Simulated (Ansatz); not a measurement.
**Effect of uniaxial strain ε_zz = +1.00 % on MgO**

Take MgO in the rock salt structure (space group Fm-3m, No. 225; a = 4.159 Å) as the base. Axes: x, y, z lie along the cube axes.

One thing is altered: uniaxial strain ε_zz = +1.00 %, all other strain components held at zero, atoms relaxed at fixed cell.

The values are results of LDA (Ansatz, a first-principles code; PAW; 420 eV plane waves; no spin-orbit coupling), not measurements. Γ-centred 14×14×14 mesh, Fermi–Dirac width 0.05 eV.

Volume per atom: 9.08 Å³ (base 8.99 Å³)
Space group: I4/mmm (No. 139) (base Fm-3m (No. 225))
Shortest interatomic distance: 2.080 Å (base 2.080 Å)
Energy relative to the base (free energy F): +0.9 meV/atom
Pressure (mean of the normal stresses, compression positive): -16.6 kbar (base -0.1 kbar)
Band gap: 4.92 eV (base 5.03 eV)
Gap character: direct at Γ (base direct at Γ)
Electron mass: 0.36 mₑ (at Γ) (base 0.36 mₑ (at Γ))
Hole mass: 0.39 mₑ along z, 2.1 mₑ across (at Γ)
Valence-band top at Γ (three highest levels, from the VBM): 0.00, -0.02, -0.02 eV (base 0.00, 0.00, 0.00 eV)
Stress (xx, yy, zz, yz, xz, xy; compression positive): (-0.95, -0.95, -3.07, 0.00, 0.00, 0.00) GPa

Cost of the whole job for the changed cell (relaxation, final SCF and bands): about 10 core-seconds (a rough figure).

Effective masses come from finite differences of ±0.01 Å⁻¹. No phonon test of stability was made. k-point labels follow each cell's own Brillouin zone.
